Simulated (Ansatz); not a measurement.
The starting structures come from a database of crystals and need not be the phases stable at ambient conditions.

 Where the default PAW files enter, the runs use the earlier of Ansatz's two default sets.

Given:

```
Ca2MgH4O10P2
1.0
    5.51252     0.00000     0.00000
    0.85067     6.83361     0.00000
    1.85453    -1.99425     5.09126
Ca Mg H P O
2 1 4 2 10
Direct
  0.65180   0.24050   0.70060
  0.34820   0.75950   0.29940
  0.00000   0.00000   0.00000
  0.14620   0.60230   0.87610
  0.85380   0.39770   0.12390
  0.91960   0.68370   0.17140
  0.08040   0.31630   0.82860
  0.66330   0.75650   0.66390
  0.33670   0.24350   0.33610
  0.06840   0.72260   0.04980
  0.93160   0.27740   0.95020
  0.59650   0.07360   0.25740
  0.40350   0.92640   0.74260
  0.10910   0.12750   0.33340
  0.89090   0.87250   0.66660
  0.36710   0.37510   0.16080
  0.63290   0.62490   0.83920
  0.27780   0.38380   0.62730
  0.72220   0.61620   0.37270
```

Space group of this cell: P-1. The cell is taken as given; by r2SCAN its mean pressure is -5.0 GPa.

Transport runs along the normal of the first two printed cell vectors.

No gap correction and no spin-orbit coupling; mid-gap values are interpolated between computed energies.

### Question
State the band gap and the smallest decay constant κ at mid-gap according to r2SCAN in Ansatz (an electronic-structure program).

### Answer
Gap 6.06 eV on a 6×6×6 mesh; κ = 0.452 1/Å, at the zone centre.
